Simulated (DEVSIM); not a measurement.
System: Ru/SiO2/p-Ge capacitor, at 400 K.

```tsv
layer (left to right)	material	thickness (nm)	Na (cm⁻³)
1	SiO2	4.30	-
2	Ge	2800	4.6e16
```

Metal gate on the left, work function 4.7 eV. Fixed charge at the semiconductor interface 2e12 cm⁻² (in units of +e); no interface traps.

The device is made up for the run: typed textbook-type constants, with dimensions and the other settings drawn at random. Values at 300 K; Nc and Nv go as T^1.5, mobilities as T to minus their exponent, the gap by Varshni's rule with the affinity fixed.

```csv
parameter,SiO2,Ge
gap (eV),9,0.664
affinity (eV),0.9,4
permittivity,3.9,16
Nc (cm⁻³),-,1.04e19
Nv (cm⁻³),-,6e18
Varshni α (eV/K),-,0.000477
Varshni β (K),-,235
```

DEVSIM, 1D Poisson equation in equilibrium, Boltzmann statistics, complete ionisation; no quantum confinement or tunnelling. Metal contacts follow the ideal Schottky-Mott rule: no Fermi-level pinning, no interface dipoles.

Base results: capacitance of the dielectric stack (μF/cm²) 0.803; threshold voltage (band bending 2φF) (V) 0.19; flat-band voltage (V) -0.14; minimum of the low-frequency capacitance (μF/cm²) 0.171.

**Question.** What follows from this one change: fixed charge 2e+12 → 7.7e+11 cm^-2?

**Answer.** capacitance of the dielectric stack little changed (0.803 μF/cm²); threshold voltage (band bending 2φF) 0.19 → 0.43 V; flat-band voltage -0.14 → 0.11 V; minimum of the low-frequency capacitance little changed (0.171 μF/cm²).

**Question.** What follows from this one change: gate work function 4.7 → 4.85 eV?

**Answer.** capacitance of the dielectric stack little changed (0.803 μF/cm²); threshold voltage (band bending 2φF) 0.19 → 0.34 V; flat-band voltage -0.14 → 0.01 V; minimum of the low-frequency capacitance little changed (0.171 μF/cm²).
